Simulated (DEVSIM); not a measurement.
Structure: abrupt Ge n-p junction, at 350 K.

```tsv
layer (left to right)	material	thickness (μm)	Nd (cm⁻³)	Na (cm⁻³)	τn (s)	τp (s)
1	Ge	0.290	1.4e16	-	6.1e-6	6.1e-6
2	Ge	20.0	-	6.1e14	6.1e-6	6.1e-6
```

Left contact: ohmic. Right contact: ohmic. Voltage is applied to the left contact. Recombination: SRH at mid-gap, radiative. Mobility is μmin + (μ − μmin)/(1 + (N/Nref)^α).

This is a model device: material constants are rounded textbook-type values typed into the input, and sizes, dopings and lifetimes were drawn at random. Values at 300 K; Nc and Nv go as T^1.5, mobilities as T to minus their exponent, the gap by Varshni's rule with the affinity fixed.

| parameter | Ge |
|---|---|
| gap (eV) | 0.664 |
| affinity (eV) | 4 |
| permittivity | 16 |
| Nc (cm⁻³) | 1.04e19 |
| Nv (cm⁻³) | 6e18 |
| μn (cm²/Vs) | 3900 |
| μp (cm²/Vs) | 1900 |
| μn,min | 150 |
| μp,min | 100 |
| Nref,n | 2.6e17 |
| Nref,p | 4e17 |
| αn | 0.56 |
| αp | 0.6 |
| T exponent of μn | 1.66 |
| T exponent of μp | 2.33 |
| B (cm³/s) | 6.4e-14 |
| Varshni α (eV/K) | 0.000477 |
| Varshni β (K) | 235 |

DEVSIM, 1D drift-diffusion, Boltzmann statistics, complete ionisation; no tunnelling, impact ionisation, image-force lowering or self-heating.

The doping Nd of layer 1 was swept, all else fixed.

| doping Nd of layer 1 (cm^-3) | largest field in the device at zero bias (V/cm) | potential step across the device at zero bias (V) | dark forward voltage at 100 A/cm² (V) |
|---|---|---|---|
| 4.2e14 | 1400 | 0.058 | 0.750 |
| 1.4e15 | 2400 | 0.089 | 0.587 |
| 4.2e15 | 3900 | 0.121 | 0.454 |
| 1.4e16 | 6600 | 0.157 | 0.359 |
| 4.2e16 | 11000 | 0.190 | 0.301 |
| 1.4e17 | 19000 | 0.227 | 0.258 |
| 4.2e17 | 33000 | 0.260 | 0.235 |

From the first row to the last the largest field in the device at zero bias goes from 1400 to 33000. From the first row to the last the potential step across the device at zero bias goes from 0.058 to 0.260.
